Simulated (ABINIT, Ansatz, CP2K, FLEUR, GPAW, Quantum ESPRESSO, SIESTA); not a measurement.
One structure in several programs: Al2Cu (I4/mcm, 6 atoms in the cell)

Self-consistent single point.

```
CELL_PARAMETERS angstrom
     -2.93382     2.93382     2.34081
      2.93382    -2.93382     2.34081
      2.93382     2.93382    -2.34081
ATOMIC_POSITIONS crystal
  Al 0.84139 0.65861 0.50000
  Al 0.15861 0.34139 0.50000
  Al 0.65861 0.15861 0.81722
  Al 0.34139 0.84139 0.18278
  Cu 0.25000 0.25000 0.00000
  Cu 0.75000 0.75000 0.00000
```

All programs got the same cell, k-point mesh and kind of occupations (in Ansatz's words: kpoints.mp_grid.grid = 7 7 7; scf.occupations.method = gaussian; scf.occupations.width = 0.2 eV); potentials, basis and cutoffs are each program's usual ones.

```csv
code,model,pressure (GPa),largest force (eV/Å),k-points,cutoff
CP2K,"PBE, GPW, DZVP-MOLOPT-SR-GTH basis, GTH-PBE potentials (GTH_POTENTIALS)",14.03,0.172,172,grid 600 Ry
GPAW,"PBE, GPAW PAW datasets PBE (gpaw-data 1.0.1)",13.94,0.157,40,800 eV
Ansatz,"PBE, default PAW files",13.31,0.138,40,default
SIESTA,"GGA PBE, numerical atomic orbitals DZP, PseudoDojo PBE standard norm-conserving potentials (rewritten from UPF to PSML)",13.24,0.199,172,grid 350 Ry
Quantum ESPRESSO,"PBE, PSlibrary ultrasoft (PBE) pseudopotentials",12.88,0.140,40,50 Ry
FLEUR,"PBE, all-electron FLAPW (FLEUR), scalar-relativistic valence",–,0.140,40,Kmax 4.4 1/bohr
ABINIT,"PBE, PAW (JTH v2.0 PBE PAW)",13.09,0.133,40,30 Ha
```

A dash marks a value that a program does not give, or that is left out as unsure.

The spread over the programs that give each value: pressure within 1.15 GPa; largest force within 0.066 eV/Å.

The starting cell comes from a database of computed structures (which also holds hypothetical and non-ambient phases and stackings), without a prior relaxation at this level. Its lattice was rescaled by a random factor within 2.5 % of one. On Ansatz's run: Spin polarisation is off. In the base run, with a pressure of about 13 GPa the cell is away from its equilibrium volume at this level.

Why do the programs differ, and what cannot be compared?

Differences of this kind can come from the potentials, where these differ, and from what each basis and cutoff leave unconverged. The valence holds different numbers of electrons (CP2K 34, GPAW 34, Ansatz (a first-principles code) 50, SIESTA 50, Quantum ESPRESSO 34, FLEUR 34, ABINIT 50). The zero of total energies and Fermi levels follows the potentials and each program's conventions, so they are not compared here. CP2K and SIESTA use small atom-centred bases, whose incompleteness enters pressures, forces and empty levels differently from a plane-wave cutoff. FLEUR treats all electrons, but the usual bases taken here (sphere radii, linearisation, local orbitals, empty states) were not tested for convergence, so the values are no reference for the others. Ansatz's pressure is given at a fixed set of plane waves, as the other plane-wave codes print theirs; with its correction for the finite basis it is 13.39 GPa. The programs reduce the same mesh by symmetry to different extents, which changes the work and not the result.

Keys are those of Ansatz 0.2.
